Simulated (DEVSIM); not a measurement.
System: abrupt Si p-n junction, at 300 K.

Layer 1 from the left is Si, thickness (μm) 32.0, Na (cm⁻³) 8.5e15, τn (s) 7.4e-5, τp (s) 7.4e-5. Layer 2 from the left is Si, thickness (μm) 25.0, Nd (cm⁻³) 6.3e15, τn (s) 7.4e-5, τp (s) 7.4e-5.

Left contact: ohmic. Right contact: ohmic. Voltage is applied to the left contact. Recombination: SRH at mid-gap, Auger. Mobility is μmin + (μ − μmin)/(1 + (N/Nref)^α).

Constants are typed, rounded textbook-type inputs, not results; the design itself was drawn at random and stands for no fabricated device. Values at 300 K.

Si: gap (eV) 1.124, affinity (eV) 4.05, permittivity 11.7, Nc (cm⁻³) 2.86e19, Nv (cm⁻³) 3.1e19, μn (cm²/Vs) 1417, μp (cm²/Vs) 470, μn,min 52, μp,min 45, Nref,n 9.7e16, Nref,p 2.2e17, αn 0.68, αp 0.72, Cn (cm⁶/s) 2.8e-31, Cp (cm⁶/s) 9.9e-32.

Simulated with DEVSIM: 1D drift-diffusion, Boltzmann statistics, complete ionisation; no tunnelling, impact ionisation, image-force lowering or self-heating.

Question: What does the simulation give for the dark forward voltage at 100 A/cm², the largest field in the device at zero bias, the potential step across the device at zero bias, the dark forward voltage at 1 A/cm²?

Answer: dark forward voltage at 100 A/cm² 0.889 V; largest field in the device at zero bias 27000 V/cm; potential step across the device at zero bias 0.694 V; dark forward voltage at 1 A/cm² 0.627 V.
